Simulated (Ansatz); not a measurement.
The density of states at the Fermi level in a series of structures.

Cell A: ZnCu11Sb4S13 (I-4), 29 atoms in the cell; this is a cell whose start was taken from, or built on, an entry of a structure database, and that this text hasn't matched to a measured one; spin state with r2SCAN: run without spin, k-point mesh 5×5×5 on the run's own vectors.
```yaml
crystal:
  lattice:
    - [-5.17114, 5.17114, 5.15355]
    - [5.17114, -5.17114, 5.15355]
    - [5.17114, 5.17114, -5.15355]
  atoms:
    - { symbol: Zn, position: [0.75000, 0.25000, 0.50000] }
    - { symbol: Cu, position: [0.25000, 0.75000, 0.50000] }
    - { symbol: Cu, position: [0.49641, 0.74657, 0.24733] }
    - { symbol: Cu, position: [0.49924, 0.24908, 0.75267] }
    - { symbol: Cu, position: [0.75092, 0.50359, 0.25016] }
    - { symbol: Cu, position: [0.25343, 0.50076, 0.74984] }
    - { symbol: Cu, position: [0.77830, 0.77830, 0.00000] }
    - { symbol: Cu, position: [0.22170, 0.22170, 0.00000] }
    - { symbol: Cu, position: [0.99681, 0.77883, 0.77642] }
    - { symbol: Cu, position: [0.00241, 0.22039, 0.22358] }
    - { symbol: Cu, position: [0.77961, 0.00319, 0.78202] }
    - { symbol: Cu, position: [0.22117, 0.99759, 0.21798] }
    - { symbol: Sb, position: [0.99878, 0.45892, 0.00410] }
    - { symbol: Sb, position: [0.00532, 0.00122, 0.46014] }
    - { symbol: Sb, position: [0.45483, 0.99468, 0.99590] }
    - { symbol: Sb, position: [0.54108, 0.54517, 0.53986] }
    - { symbol: S, position: [0.51977, 0.75090, 0.00047] }
    - { symbol: S, position: [0.48070, 0.48023, 0.23113] }
    - { symbol: S, position: [0.75043, 0.51930, 0.99953] }
    - { symbol: S, position: [0.24910, 0.24957, 0.76887] }
    - { symbol: S, position: [0.99998, 0.75142, 0.51952] }
    - { symbol: S, position: [0.76736, 0.24783, 0.24424] }
    - { symbol: S, position: [0.00359, 0.52312, 0.75576] }
    - { symbol: S, position: [0.23190, 0.48046, 0.48048] }
    - { symbol: S, position: [0.51954, 0.00002, 0.75144] }
    - { symbol: S, position: [0.47688, 0.23264, 0.48047] }
    - { symbol: S, position: [0.75217, 0.99641, 0.51953] }
    - { symbol: S, position: [0.24858, 0.76810, 0.24856] }
    - { symbol: S, position: [0.00000, 0.00000, 0.00000] }
```

Cell B: Zn2Cu10Sb4S13 (I-42m), 29 atoms in the cell; this is a cell whose start was taken from, or built on, an entry of a structure database, and that this text hasn't matched to a measured one; spin state with r2SCAN: run without spin, k-point mesh 5×5×5 on the run's own vectors.
```yaml
crystal:
  lattice:
    - [-5.17202, 5.17202, 5.18302]
    - [5.17202, -5.17202, 5.18302]
    - [5.17202, 5.17202, -5.18302]
  atoms:
    - { symbol: Zn, position: [0.75000, 0.25000, 0.50000] }
    - { symbol: Zn, position: [0.25000, 0.75000, 0.50000] }
    - { symbol: Cu, position: [0.50000, 0.74831, 0.24831] }
    - { symbol: Cu, position: [0.50000, 0.25169, 0.75169] }
    - { symbol: Cu, position: [0.74831, 0.50000, 0.24831] }
    - { symbol: Cu, position: [0.25169, 0.50000, 0.75169] }
    - { symbol: Cu, position: [0.77991, 0.77991, 0.00000] }
    - { symbol: Cu, position: [0.22009, 0.22009, 0.00000] }
    - { symbol: Cu, position: [0.00000, 0.77953, 0.77953] }
    - { symbol: Cu, position: [0.00000, 0.22047, 0.22047] }
    - { symbol: Cu, position: [0.77953, 0.00000, 0.77953] }
    - { symbol: Cu, position: [0.22047, 0.00000, 0.22047] }
    - { symbol: Sb, position: [0.99239, 0.45575, 0.00000] }
    - { symbol: Sb, position: [0.00761, 0.00761, 0.46336] }
    - { symbol: Sb, position: [0.45575, 0.99239, 0.00000] }
    - { symbol: Sb, position: [0.54425, 0.54425, 0.53664] }
    - { symbol: S, position: [0.52095, 0.74979, 0.00000] }
    - { symbol: S, position: [0.47905, 0.47905, 0.22884] }
    - { symbol: S, position: [0.74979, 0.52095, 0.00000] }
    - { symbol: S, position: [0.25021, 0.25021, 0.77116] }
    - { symbol: S, position: [0.99645, 0.75229, 0.51960] }
    - { symbol: S, position: [0.76731, 0.24771, 0.24416] }
    - { symbol: S, position: [0.00355, 0.52315, 0.75584] }
    - { symbol: S, position: [0.23269, 0.47685, 0.48040] }
    - { symbol: S, position: [0.52315, 0.00355, 0.75584] }
    - { symbol: S, position: [0.47685, 0.23269, 0.48040] }
    - { symbol: S, position: [0.75229, 0.99645, 0.51960] }
    - { symbol: S, position: [0.24771, 0.76731, 0.24416] }
    - { symbol: S, position: [0.00000, 0.00000, 0.00000] }
```

Computed with Ansatz (plane waves, PAW), its default PAW set, cutoff 500 eV. The structures are at rest with r2SCAN. Neutral cells; Fermi-Dirac smearing of at most 0.05 eV in the solids, energies taken to zero width. Larger cells are relaxed on a coarser mesh till forces fall under 0.03 eV/Å, which some starts already meet. No structure search was made; lower ones may exist. The runs are scalar-relativistic, without spin-orbit coupling. The d electrons get no Hubbard U. A dispersion term ran beside these levels; it doesn't touch the electrons. Both spins, broadened by a Gaussian of 0.2 eV on the run's mesh.

What does r2SCAN give for the density of states at the Fermi level of each cell (states/eV per atom)?


| system | r2SCAN |
|---|---|
| A | 0.47 |
| B | 0 (gapped) |

With r2SCAN the value of A exceeds that of B by 0.47 states/eV per atom.

Ansatz is a program for electronic structure.
